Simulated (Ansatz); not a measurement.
Take ZrSi₂ (space group Cmcm, No. 63; a = 3.689 Å, b = 14.858 Å, c = 3.667 Å) as the base. Axes: x, y, z lie along a, b, c of the conventional cell.

Computed with r2SCAN in Ansatz (plane waves to 500 eV, PAW, scalar-relativistic without spin-orbit coupling).

Strains are applied to the cell and any free atomic positions relax; under biaxial strain the out-of-plane vector relaxes too.

One change was made to it. Results:

```csv
quantity,base,after
"pressure (mean of the normal stresses, compression positive)",0.0 GPa,-0.5 GPa
energy relative to the base (free energy F),0 meV/atom,+0.2 meV/atom
shortest interatomic distance,2.393 Å,2.393 Å
```

Question: Which of these changes matches the shifts?
(A) uniaxial strain ε_zz = −2.57 %
(B) uniaxial strain ε_zz = −2.15 %
(C) biaxial strain +0.29 %, plane normal [001], relaxed out of plane
(D) uniaxial strain ε_zz = +5.05 %

Answer: C, biaxial strain +0.29 %, plane normal [001], relaxed out of plane. For comparison, the energy relative to the base in the other runs: uniaxial strain ε_zz = −2.57 % gives +11 meV/atom; uniaxial strain ε_zz = +5.05 % gives +36 meV/atom; uniaxial strain ε_zz = −2.15 % gives +7.5 meV/atom.

Without a gap, meshes like the base's 13×13×13 leave anisotropic stresses uncertain by several tenths of a GPa, and small strain energies with them. Stability against distortions was not tested. All final runs are without spin polarisation.

Ansatz is a program for electronic structure.
